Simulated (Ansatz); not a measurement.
Sc3InN (Pm-3m), PBEsol, DFPT electron-phonon coupling, linearised Boltzmann equation in Ansatz (a quantum-chemistry and plane-wave program): phonon-limited resistivity 19.5 μΩ·cm at 300 K, current-weighted mean free path 10.8 nm, Drude plasma energy 2.97 eV.

Task: What Drude relaxation time do resistivity and plasma energy imply?

Result: ω_p = 4.51e15 s⁻¹, so τ = 1/(ε₀ ω_p² ρ) = 28.4 fs, a damping ħ/τ of 23.1 meV.

Task: What is the classical skin depth at 1 GHz (nonmagnetic, μ₀ = 1.257×10⁻⁶ H/m)?

Result: δ = √(ρ/(π f μ₀)) = 7030 nm.

Task: Estimate the resistivity of a 80 nm square wire with diffuse walls from ρ ≈ ρ₀(1 + 3ℓ/4d).

Result: 1 + 0.75 × 10.8/80 = 1.10, so ρ ≈ 21.5 μΩ·cm and a line 1 μm long has 33.6 Ω. The formula is the free-electron limit for d well above ℓ; grain boundaries add to it.

A metal at this level (no band gap). Only scattering by harmonic phonons is included (no impurities, grain boundaries, electron-electron scattering or thermal expansion). Spin-orbit coupling is left out. Halving the electron mesh (20x20x20) moves the resistivity by up to 2 % at 300 K, the mean free path by up to 4 %. Smearing 0.20 eV; phonons on a 3x3x3 q mesh, which this run doesn't test.

Formula and space group known from diffraction (Crystallography Open Database), not checked to be the room-temperature form: Sc3InN (Pm-3m).
